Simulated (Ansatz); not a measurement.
# Point defect Al on the Si site in 4H silicon carbide

Computed with PBE, PAW (plane waves to 420 eV; Ansatz, a quantum-chemistry and plane-wave program). The supercell holds 96 host sites (3×2×1 repeats of the unit cell), with a 2×2×2 shifted k-point sampling for the final energies. Site at the start: the Si(k) site. Charged cells carry a point-charge image correction with potential alignment at far atoms. Dielectric constants: PBE linear response of the host. Host gap at this level: 2.23 eV. A cell of this size leaves errors of a few tenths of an eV. The semilocal functional narrows the gap, so deep levels can fall outside it. Spin–orbit coupling is left out. Each state is the lowest found from its start.

Formation energies E_f are given with the Fermi level at the valence-band maximum. Chemical conditions: C-rich (Δμ(Si) = -0.41 eV, Δμ(Al) = -0.16 eV, bounded by Al4C3 (R-3m); only phases computed here count, gases as isolated molecules at 0 K). Reference phases: Al: fcc Al, Si: silicon.

```csv
charge,moment (μB),largest move off a lattice site (Å),image correction with alignment (eV),"E_f, C-rich (eV)"
+1*,not spin-polarised,0.10,–,–
0*,fractional,0.10,–,–
−1,not spin-polarised,0.10,0.20,1.57
```

* At this level the carrier isn't localised at the defect: at charge +1 holes occupy the valence band; at charge 0 holes occupy the valence band. Such a state is shallow or no state of the defect, and this cell gives it no level.

No other site or start that was run ended lower by more than 0.1 eV.

Flagged in the runs: a host whose relaxation on this sampling wasn't shown to rest.
